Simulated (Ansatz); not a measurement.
Consider NbSi2 (space group P6_222, No. 180).

```yaml
crystal:
  lattice:
    - [4.76750, 0.00000, 0.00000]
    - [-2.38375, 4.12877, 0.00000]
    - [0.00000, 0.00000, 6.57584]
  atoms:
    - { symbol: Nb, position: [0.50000, 0.00000, 0.00000] }
    - { symbol: Nb, position: [0.50000, 0.50000, 0.33333] }
    - { symbol: Nb, position: [0.00000, 0.50000, 0.66667] }
    - { symbol: Si, position: [0.15966, 0.31931, 0.00000] }
    - { symbol: Si, position: [0.84034, 0.15966, 0.33333] }
    - { symbol: Si, position: [0.68069, 0.84034, 0.66667] }
    - { symbol: Si, position: [0.84034, 0.68069, 0.00000] }
    - { symbol: Si, position: [0.15966, 0.84034, 0.33333] }
    - { symbol: Si, position: [0.31931, 0.15966, 0.66667] }
```

Cartesian axes are those of the cell as printed.

Level of theory: plane-wave PAW DFT at the PBEsol level (Ansatz, an electronic-structure program, 420 eV), spin-orbit coupling left out.

For the base:

| Item | Result |
|---|---|
| Volume per atom | 14.38 Å³ |
| Pressure | 0.0 GPa |

The change: biaxial strain +0.83 %, plane normal [001], relaxed out of plane (Cartesian); in-plane vectors clamped, the third vector and the atoms free.

Problem. What happens to the volume per atom?

Solution. The volume per atom increases by 0.20 Å³, from 14.38 Å³ to 14.58 Å³.

Problem. How does this affect the pressure?

Solution. The pressure (mean of the normal stresses, compression positive) goes from zero to -2.2 GPa.

Stability against distortions was not tested. The final runs are not spin-polarised. An odd electron count without spin: NbSi2.
